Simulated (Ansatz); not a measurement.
The parent structure is TiO₂ in the anatase structure (space group I4_1/amd, No. 141; a = 3.778 Å, c = 9.589 Å).

All numbers come from Kohn–Sham DFT with the r2SCAN functional, run in Ansatz (an electronic-structure program) with PAW and 500 eV plane waves, without spin-orbit coupling, earlier PAW set.

For the base:

| Property | Result |
|---|---|
| Lattice parameter a | 3.778 Å |
| Largest site moment | 0.00 μB |
| Magnetic state | not spin-polarised |
| c/a ratio | 2.538 |

Now apply this change: every Ti is replaced by Mg, then cell and atoms are relaxed.

Tabulated Pauling electronegativity and covalent radius: Ti 1.54, 1.60 Å; Mg 1.31, 1.41 Å.

### Question
What happens to the lattice parameter a?

### Answer
The lattice parameter a goes up by 0.319 Å to 4.097 Å.

### Question
Predict the new largest site moment.

### Answer
The largest site moment goes from zero to 0.88 μB.

### Question
How does this affect the magnetic state?

### Answer
The magnetic state becomes ferromagnetic (base: not spin-polarised).

### Question
Estimate the effect on the c/a ratio.

### Answer
The c/a ratio falls by 0.349, from 2.538 to 2.189.

Other magnetic orders, which the real material may have, were not ruled out. Whether these cells are dynamically stable was not tested. As relaxed here, MgO2 is a hypothetical phase, not in the database extracts checked. Spin-polarised in the final run: MgO2; the other runs are not.
